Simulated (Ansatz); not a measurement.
System: antifluorite K2Se. Method: HSE06+SOC in Ansatz (plane waves, PAW).

Run with plane-wave cutoff 460 eV, 6×6×6 k mesh, Fermi–Dirac smearing 0.01 eV, PAW data made under PBE.

Cell (measured lattice):

```
CELL_PARAMETERS angstrom
      0.00000     3.83800     3.83800
      3.83800     0.00000     3.83800
      3.83800     3.83800     0.00000
ATOMIC_POSITIONS crystal
  K  0.25000 0.25000 0.25000
  K  0.75000 0.75000 0.75000
  Se 0.00000 0.00000 0.00000
```

Predict the band gap and smallest direct gap on the k points sampled.


* **band gap**: 2.91 eV (on the SCF k mesh) (indirect)
* **smallest direct gap on the k points sampled**: 3.03 eV

Note: cell and atoms aren't relaxed at this level.

Static lattice: no zero-point or thermal effects.

It cost around 15 core-minutes (rough) of CPU time.

Ansatz is an electronic-structure program.
